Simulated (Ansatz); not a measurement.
Reference: CsMgF3 (Pm-3m), PBEsol, rigid bands (plane waves, PAW, scalar-relativistic; Ansatz, an electronic-structure program); geometry: cell and atoms relaxed with PBEsol.

```cif
data_CsF3Mg
_chemical_formula_sum 'Cs1 Mg1 F3'
_space_group_name_H-M_alt 'Pm-3m'
_space_group_IT_number 221
_space_group_name_Hall '-P 4 2 3'
_cell_length_a 4.18002
_cell_length_b 4.18002
_cell_length_c 4.18002
_cell_angle_alpha 90.000
_cell_angle_beta 90.000
_cell_angle_gamma 90.000
loop_
_atom_site_label
_atom_site_type_symbol
_atom_site_symmetry_multiplicity
_atom_site_Wyckoff_symbol
_atom_site_fract_x
_atom_site_fract_y
_atom_site_fract_z
_atom_site_occupancy
Cs1 Cs 1 a 0.00000 0.00000 0.00000 1
Mg1 Mg 1 b 0.50000 0.50000 0.50000 1
F1 F 3 c 0.00000 0.50000 0.50000 1
```

The band gap is 6.88 eV and the electron conductivity mass is 0.44 mₑ. The hole conductivity mass is 2.7 mₑ. The Seebeck coefficient, n-type 1e19 cm⁻³ is -197 μV/K.

Q: Swap Mg for Ca, keeping the structure type. How do these values move?

A: CsCaF$_{3}$ (Pm-3m): volume per atom 14.6 to 18.1 Å³; band gap stays about the same (6.88 eV to 7.10 eV); electron conductivity mass stays about the same (0.44 mₑ to 0.45 mₑ); hole conductivity mass rises (2.7 mₑ to 6.7 mₑ); Seebeck coefficient, n-type 1e19 cm⁻³ stays about the same (-197 μV/K to -200 μV/K).

Q: Swap Mg for Sr, keeping the structure type. How do these values move?

A: CsSrF₃ (Pm-3m): volume per atom 14.6 to 21.3 Å³; band gap falls (6.88 eV to 6.30 eV); electron conductivity mass rises (0.44 mₑ to 0.47 mₑ); hole conductivity mass falls (2.7 mₑ to 1.90 mₑ); Seebeck coefficient, n-type 1e19 cm⁻³ stays about the same (-197 μV/K to -203 μV/K).

Q: Swap Cs for K, keeping the structure type. How do these values move?

A: KMgF3 (Pm-3m): volume per atom 14.6 to 12.7 Å³; band gap stays about the same (6.88 eV to 7.12 eV); electron conductivity mass rises (0.44 mₑ to 0.52 mₑ); hole conductivity mass rises (2.7 mₑ to 3.8 mₑ); Seebeck coefficient, n-type 1e19 cm⁻³ rises in size (-197 μV/K to -217 μV/K).

Moves up to 5 % count as about the same. Masses are for dilute carriers at 300 K, harmonic means over directions unless an axis is named. Seebeck coefficients are for the stated density at 300 K, with one relaxation time for all states and whether or not that doping can be reached. Spin-orbit coupling is left out.

Formula and space group known from diffraction (Crystallography Open Database), not checked to be the room-temperature form: KMgF3 (Pm-3m). Computed structure with no diffraction record at hand here (it may be known, metastable or hypothetical): CsCaF3 (Pm-3m), CsMgF3 (Pm-3m), CsSrF3 (Pm-3m).
